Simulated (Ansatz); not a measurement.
Take Rb2LiTlBr6 (space group Fm-3m, No. 225; a = 10.8139 Å; a cell from a computed database, its experimental status unchecked) as the base. Axes: x, y, z lie along the cube axes.

All numbers come from Ansatz (a program for electronic structure), PBEsol, PAW, cutoff 420 eV, spin-orbit coupling left out, earlier PAW set.

A first run, uniaxial strain ε_zz = −1.49 %, gives secant values C11 ≈ 38 GPa and C12 ≈ 13 GPa from its stress. A second run applies isotropic strain +2.51 %.

Problem. What does linear elasticity predict for the bulk modulus −ΔP/(ΔV/V₀) in the second run, and what does the run give?

Solution. Linear elasticity: (C11 + 2 C12)/3 = 21 GPa. The run gives 15 GPa; any difference comes from nonlinear terms at these strains and numerical noise.

Stability against distortions was not tested.
